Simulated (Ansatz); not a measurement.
We consider CsCl-type PdIn, described by HSE06-D3(BJ) (Ansatz, an electronic-structure program, PAW).

Input:

Ansatz 0.2 input:
```yaml
crystal:
  lattice:
    - [3.1547130458, 0.0, 0.0]
    - [0.0, 3.1547130458, 0.0]
    - [0.0, 0.0, 3.1547130458]
  atoms:
    - { symbol: In, position: [0.5, 0.5, 0.5] }
    - { symbol: Pd, position: [0.0, 0.0, 0.0] }
basis:
  ecutwfc: 460
  ecutrho_ratio: 4
  xc_grid: 2
kpoints:
  mp_grid: { grid: [8, 8, 8] }
hamiltonian:
  xc: hse06
  dispersion: d3bj
  pseudopotentials: { kind: paw }
scf:
  occupations: { method: fermi_dirac, width: 0.05 }
  convergence: { dr2_threshold: 0.0000000002 }
output:
  forces: true
  stress: true
  eigenvalues: true
```

Question: How many irreducible k-points, plane waves at Γ does the program set up, and what pressure does the run end with?

Answer: 35 irreducible k-points, 739 plane waves at Γ; P = 9.72 GPa, so the cell is compressed on average and its volume would grow at this level.

From the output:

```
WARN output.stress: scf.exx.energy_threshold = 1e-6 eV is looser than the 2e-8 eV advised for a stress under a hybrid functional (1e-8 eV for each atom of the …
Crystal: 2 atoms, lattice volume = 31.396 Å³
Basis set: ecut = 460 eV, 739 PW (Γ), exchange–correlation on 48×48×48 points (8 copies of the dense FFT grid, shifted against one another)
Bands: 20, of which v1, the nominal top of the filled ones, is band 16 counted from 1 (15 counted from 0)
Symmetry: 48 space group operations
Space group: Pm-3m (ITA 221), of the structure as read, at distance tolerance 3.2e-5 Å
k-points: 35 of 512
SCF iter   1: F=—  HF=-12573.024178 eV  |F-HF|=—  |Δ(HF+E_count)|=         —  Δρ=2.24e-3  dr2=8.36e-4
SCF iter   2: F=—  HF=-12573.024311 eV  |F-HF|=—  |Δ(HF+E_count)|=   1.33e-4  Δρ=6.18e-4  dr2=4.28e-5
  ...
SCF 1 converged in 7 iterations: F = -12573.024349 eV  dr2 = 1.56e-12
Crystal: 2 atoms, lattice volume = 31.396 Å³
Initial density: handed on by an earlier stage of this run
Crystal: 2 atoms, lattice volume = 31.396 Å³
SCF iter   5: F=—  HF=-12579.848451 eV  |F-HF|=—  |Δ(HF+E_count)|=   6.12e-9  Δρ=1.14e-6  dr2=2.16e-10
SCF iter   6: F=-12579.848451 eV  HF=-12579.848451 eV  |F-HF|=1.82e-12  |Δ(HF+E_count)|=  8.37e-11  Δρ=1.74e-7  dr2=1.98e-11
SCF 3 converged in 6 iterations: F = -12579.848451 eV  dr2 = 1.98e-11
Free energy (F): -12579.848451 eV
Internal energy: -12579.839599 eV  (E = F + TS)
E sigma→0 (E₀):  -12579.844025 eV
Fermi energy:    18.822341 eV
--- Forces (eV/Å), atoms counted from 1 ---
  atom   1  In     0.00000000     0.00000000     0.00000000
  atom   2  Pd    -0.00000000    -0.00000000    -0.00000000
--- Stress (GPa, compression-positive) ---
        9.720952      -0.000000      -0.000000
       -0.000000       9.720952       0.000000
       -0.000000       0.000000       9.720952
  P = ⅓ Tr σ = 9.7210 GPa (97.210 kbar)
```

The cell is one volume of an energy–volume scan, off the minimum.

The PAW data were made under PBE.

Note: the run warned that the count of filled bands differs between k points.
